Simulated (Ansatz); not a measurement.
# IrAl3 (model structure, started from the Cu3Au type, Pm-3m, No. 221, 4 atoms in the cell)

The numbers are results of PBEsol (Ansatz, a quantum-chemistry and plane-wave program, plane waves, PAW), not measurements.

Run with plane-wave cutoff 520 eV, 16×16×16 k mesh, Fermi–Dirac smearing 0.05 eV, no spin polarisation, scalar-relativistic PAW data made under PBE.

Cell (relaxed at this level):

```cif
data_Al3Ir
_chemical_formula_sum 'Al3 Ir1'
_space_group_name_H-M_alt 'P 1'
_space_group_IT_number 1
_cell_length_a 3.84425
_cell_length_b 3.84425
_cell_length_c 3.84425
_cell_angle_alpha 90.000
_cell_angle_beta 90.000
_cell_angle_gamma 90.000
loop_
_space_group_symop_operation_xyz
  'x, y, z'
loop_
_atom_site_label
_atom_site_type_symbol
_atom_site_fract_x
_atom_site_fract_y
_atom_site_fract_z
_atom_site_occupancy
Al1 Al 0.00000 0.50000 0.50000 1
Al2 Al 0.50000 0.50000 0.00000 1
Al3 Al 0.50000 0.00000 0.50000 1
Ir1 Ir 0.00000 0.00000 0.00000 1
```

```yaml
bulk_modulus: 166 GPa
```

Note: the run has no spin polarisation, so it can have missed a magnetic state; the bulk modulus is −V dP/dV from two relaxed cells at ±2 % in volume; the relaxation could raise the start's symmetry but not lower it, so the cell can be a saddle point.

Spin–orbit coupling is not included.

Computing time: roughly 50 core-seconds.

A model structure was made by putting elements into a prototype or built by hand; it is no filed structure, need not be a known phase, and can be a saddle point held by its symmetry.
